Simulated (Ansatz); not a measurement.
# Defect calculation: N on the C site + N on the C site (N_C+N_C) in diamond

Method: PBE, PAW (plane waves to 420 eV; Ansatz, a quantum-chemistry and plane-wave program). Cell: 64 sites, 2×2×2; final energies on a 2×2×2 shifted mesh. Sites at the start: the C site; C 1.55 Å away. Charged cells carry a point-charge image correction with potential alignment at far atoms. Dielectric constants: PBE linear response of the host. Host gap at this level: 4.13 eV. Finite-size and sampling errors can reach tenths of an eV here. Levels are measured in PBE's own, too narrow, gap. Spin–orbit coupling is left out. Each state is the lowest found from its start.

Formation energies E_f are given with the Fermi level at the valence-band maximum. Chemical conditions: host crystal and elements as references (Δμ(C) = 0.14 eV, Δμ(N) = 0.00 eV; N taken from its element, since no compound that bounds it was computed at this level; only phases computed here count, gases as isolated molecules at 0 K). Reference phases: C: graphite, N: N2 molecule in a box.

| charge | moment (μB) | point group | largest move off a lattice site (Å) | image correction with alignment (eV) | E_f, host crystal and elements as references (eV) |
|---|---|---|---|---|---|
| +1 | 1.0 | D3d | 0.24 | 0.38 | 3.40 |
| 0 | not spin-polarised | D3d | 0.32 | 0.00 | 4.26 |

Point groups are those of the whole cell at tolerances of 0.03 and 0.1 Å ("near" where only the looser one holds); none is given for unsettled states.

Transition levels above the valence-band maximum: ε(+1/0) = 0.86 eV. On the lower envelope of the bound states, inside the gap: (+1/0) at 0.86 eV.

Flagged in the runs: a doubtful potential alignment.

All states together cost around 4 core-minutes (rough).
